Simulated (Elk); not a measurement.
Input and output of a self-consistent single point for TiC (Fm-3m, 2 atoms in the cell) (Elk).

Method of the run: PBE, all-electron FP-LAPW, Elk's shipped species files, APW+lo basis with extra local orbitals run with Elk.

The change in words: lattice scaled by 0.98. Reference geometry:
```xyz
2
Lattice="0.0000 2.1780 2.1780 2.1780 0.0000 2.1780 2.1780 2.1780 0.0000" Properties=species:S:1:pos:R:3 pbc="T T T"
Ti     0.0000     0.0000     0.0000
C      2.1780     2.1780     2.1780
```

Reference input (self-consistent single point, DFT, PBE, all-electron FP-LAPW, Elk's shipped species files, APW+lo basis with extra local orbitals): xctype = 20; rgkmax = 8; stype = 0; swidth = 0.00734986 Ha; ngridk = 13 13 13; gmaxvr = 16 1/bohr; nxlo = 2; lorbcnd = true; rmtscf = 0.92; lmaxi = 2. This run's input differs from it in these lines:

```diff
@@ -34,5 +34,5 @@
 avec
-    0.0000000000    2.1779900000    2.1779900000
-    2.1779900000    0.0000000000    2.1779900000
-    2.1779900000    2.1779900000    0.0000000000
+    0.0000000000    2.1344300000    2.1344300000
+    2.1344300000    0.0000000000    2.1344300000
+    2.1344300000    2.1344300000    0.0000000000
```

Log, with long lists cut:

```
│ Self-consistent loop started │
│ Loop number : 1 │
 total energy                :     -889.458076279
│ Loop number : 2 │
 total energy                :     -889.611442226
RMS change in Kohn-Sham potential (target) :    2.497321917     (  0.1000000000E-05)
Absolute change in total energy (target)   :   0.1533659476     (  0.1000000000E-03)
│ Loop number : 3 │
 total energy                :     -889.529684841
RMS change in Kohn-Sham potential (target) :    2.464515993     (  0.1000000000E-05)
Absolute change in total energy (target)   :   0.4341589842E-01 (  0.1000000000E-03)
│ Loop number : 4 │
   [... lines left out ...]
Absolute change in total energy (target)   :   0.5299287798E-03 (  0.1000000000E-03)
│ Loop number : 16 │
 total energy                :     -892.043818449
RMS change in Kohn-Sham potential (target) :   0.2208389647E-05 (  0.1000000000E-05)
Absolute change in total energy (target)   :   0.1934838334E-03 (  0.1000000000E-03)
│ Loop number : 17 │
 total energy                :     -892.043809138
RMS change in Kohn-Sham potential (target) :   0.5201722685E-06 (  0.1000000000E-05)
Absolute change in total energy (target)   :   0.5768157803E-04 (  0.1000000000E-03)
Convergence targets achieved

│ Loop number : 18 │

Energies :
 Fermi                       :     0.413596944520
 total energy                :     -892.043811844

Density of states at Fermi energy :    7.654651129
 (states/Hartree/unit cell)

Estimated indirect band gap :   0.2424218500E-02
 from k-point     48 to k-point     20
Estimated direct band gap   :   0.7924977361E-02
 at k-point     20

Charges :
 core                        :    12.00000000
 valence                     :    16.00000000
 interstitial                :    2.934281517
 muffin-tins (core leakage)
  species :    1 (Ti)
   atom    1                 :    20.15909239     (  0.5224706001E-08)
  species :    2 (C)
   atom    1                 :    4.906626096     (  0.1296029557E-04)
 total in muffin-tins        :    25.06571848
 total calculated charge     :    28.00343484
 total charge                :    28.00000000
 error                       :   0.3434844546E-02

│ Self-consistent loop stopped │
```

The run converged in 18 iterations. The count includes the last loop, which Elk runs after its targets are met. Against the reference run the total energy goes up by 18.3 meV/atom.

The starting cell has typed, rounded lattice constants, without a prior relaxation at this level. Its lattice was rescaled by a random factor within 2.5 % of one. For this run, on top of that: lattice scaled by 0.98. Spin polarisation is off. Values depend on the basis (sphere radii, cutoffs, local orbitals), which need not be converged. The log's line on a gap gives a spacing of levels on this mesh, which the program prints for metals too.
